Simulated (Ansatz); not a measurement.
# Relaxation of cell and atoms of Si2Re2La (Imma, 10 atoms in the cell) at several settings

```xyz
10
Lattice="-2.0580 2.1030 10.4450 2.0580 -2.1030 10.4450 2.0580 2.1030 -10.4450" Properties=species:S:1:pos:R:3 pbc="T T T"
Si     0.0000     1.0515     2.2143
Si     2.0580     1.0515     8.2307
Re     0.0000     1.0515     9.6700
Re     2.0580     1.0515     0.7750
Re     2.0580    -1.0515     9.6491
Re     0.0000     3.1545     0.7959
La     0.0000     1.0515    13.8918
La     2.0580     1.0515    -3.4468
Si     0.0000     1.0515     4.5122
Si     2.0580     1.0515     5.9328
```

Base: Ansatz (an electronic-structure program) with LDA (PW92), default PAW files made with PBE. Its settings: basis.ecutwfc = 420 eV; kpoints.mp_grid.grid = 5 5 5; hamiltonian.xc = lda; hamiltonian.pseudopotentials = {kind: paw} (the program's default PAW files); scf.occupations.method = cold; scf.occupations.width = 0.1 eV. Starting volume 18.08 Å³ per atom.

Each line gives the change from the base single point and the result:

- relax: default → cell and atoms: pressure -0.01 GPa; largest force (vector length) 0.003 eV/Å; final cell a = 10.7919 Å, b = 10.7919 Å, c = 10.7919 Å, α = 158.06°, β = 157.66°, γ = 31.52°; final volume per atom 17.84 Å³; relaxation steps 8; free energy against the base single point -30.5 meV/atom.
- relax: default → cell and atoms; relax.cell.p_target: default → 10 GPa: pressure 9.99 GPa; largest force (vector length) 0.002 eV/Å; final cell a = 10.6742 Å, b = 10.6742 Å, c = 10.6742 Å, α = 158.42°, β = 157.97°, γ = 31.03°; final volume per atom 16.76 Å³; relaxation steps 13; free energy against the base single point 2.6 meV/atom.

The starting cell comes from a database of published, mostly measured structures (it also holds non-ambient and calculated ones), without a prior relaxation at this level. Spin polarisation is off. In the base run, forces exceed 1 eV/Å. Ansatz's pressure includes its estimate of the finite-basis (Pulay) stress.

Left out of this page: 1 run of the series outside the window shown, repeating another row's setting, or not comparable.

Keys are those of Ansatz 0.2.
